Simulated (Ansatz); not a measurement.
**How the equilibrium volume per atom of AlAs (model structure, started from the PtS type, P4₂/mmc, No. 131, 4 atoms in the cell) moves with the method**

No measured value is used here.

Problem. Put these levels in order of the equilibrium volume per atom that they give for AlAs (model structure, started from the PtS type, P4₂/mmc, No. 131, 4 atoms in the cell), smallest first: PBE (Ansatz, a first-principles code), PBE-D3(BJ) (Ansatz), PBEsol (Ansatz).

Solution. PBE-D3(BJ) (22.79 Å³/atom), PBEsol (23.42 Å³/atom), PBE (24.38 Å³/atom)

Ansatz's density-functional and Hartree–Fock values are scalar-relativistic unless marked +SOC, with PAW data made under PBE.

A model structure was made by putting elements into a prototype or built by hand; it is no filed structure, need not be a known phase, and can be a saddle point held by its symmetry.
